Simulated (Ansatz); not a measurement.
Results of G0W0@PBEsol (hard PAW, contour deformation; Ansatz, a program for electronic structure) for GeSiC₂ (model structure, started from the AlGaN2 type, P-4m2, No. 115, 4 atoms in the cell).

The cell is the one relaxed with PBEsol. Conventional cell: a = 3.1564 Å, b = 3.1564 Å, c = 4.4506 Å, α = 90.00°, β = 90.00°, γ = 90.00°.

One run with a 8×8×6 mesh, response cutoff 100 eV and 185 empty bands, not extrapolated in mesh or basis; no spin–orbit coupling.

Highest filled and lowest empty level by k point (fractions of the reciprocal vectors of the cell (3.156 -0.000 -0.000) (0.000 3.156 0.000) (-0.000 0.000 4.451) Å; eV from the valence maximum of each method):

```json
[
 {"k": "0 0 0", "PBEsol filled": "0.00", "PBEsol empty": "1.75", "QP filled": "0.00", "QP empty": "2.44"},
 {"k": "0 0.125 0.333", "PBEsol filled": "-0.91", "PBEsol empty": "3.04", "QP filled": "(withheld)", "QP empty": "(withheld)"},
 {"k": "0 0.25 0.167", "PBEsol filled": "-0.47", "PBEsol empty": "3.19", "QP filled": "-0.50", "QP empty": "4.05"},
 {"k": "0.25 0.375 0.167", "PBEsol filled": "-2.46", "PBEsol empty": "3.48", "QP filled": "-2.64", "QP empty": "4.35"},
 {"k": "0.25 -0.5 0", "PBEsol filled": "-3.15", "PBEsol empty": "3.33", "QP filled": "-3.34", "QP empty": "4.19"},
 {"k": "0.25 -0.5 0.333", "PBEsol filled": "-2.35", "PBEsol empty": "3.71", "QP filled": "-2.51", "QP empty": "4.65"},
 {"k": "0.375 0.375 0.333", "PBEsol filled": "-2.74", "PBEsol empty": "3.38", "QP filled": "(withheld)", "QP empty": "(withheld)"},
 {"k": "0.375 -0.5 0.333", "PBEsol filled": "-3.48", "PBEsol empty": "3.69", "QP filled": "-3.70", "QP empty": "4.59"}
]
```

**Question.** Estimate the withheld levels to about 0.1 eV.

**Answer.** 
- 0 0.125 0.333, QP filled: -0.97
- 0 0.125 0.333, QP empty: 3.90
- 0.375 0.375 0.333, QP filled: -2.93
- 0.375 0.375 0.333, QP empty: 4.26

Note: filled d or f shells below the valence bands can shift G0W0 gaps through exchange with them, which wasn't tested here; the relaxation could raise the start's symmetry but not lower it, so the cell can be a saddle point.

A model structure was made by putting elements into a prototype or built by hand; it is no filed structure, need not be a known phase, and can be a saddle point held by its symmetry.
